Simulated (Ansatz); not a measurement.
Consider ZnGeP2 in the chalcopyrite structure (space group I-42d, No. 122; a = 5.4243 Å, c = 10.7097 Å). Axes: x, y, z lie along a, b, c of the conventional cell.

Computed with PBEsol (Ansatz, a program for electronic structure, PAW, without spin-orbit coupling).

Base values:

| Property | Value |
|---|---|
| Band gap | 1.07 eV |
| Gap character | indirect, Γ → M–S (33 % along) |

Now apply this change: tensile biaxial strain of 2.25 % in the plane normal to [001], as in epitaxy on a mismatched substrate; the out-of-plane cell vector and the atoms relax.

Q: How does this affect the energy relative to the base, ratio −ε⊥/ε∥, band gap and gap character?

A: The energy grows by 7.9 meV/atom; the ratio −ε⊥/ε∥ is 0.94; the band gap decreases by 0.15 eV, from 1.07 eV to 0.92 eV; the gap character becomes indirect, Γ → Γ–M (25 % along) (base: indirect, Γ → M–S (33 % along)).

Whether these cells are dynamically stable was not tested.
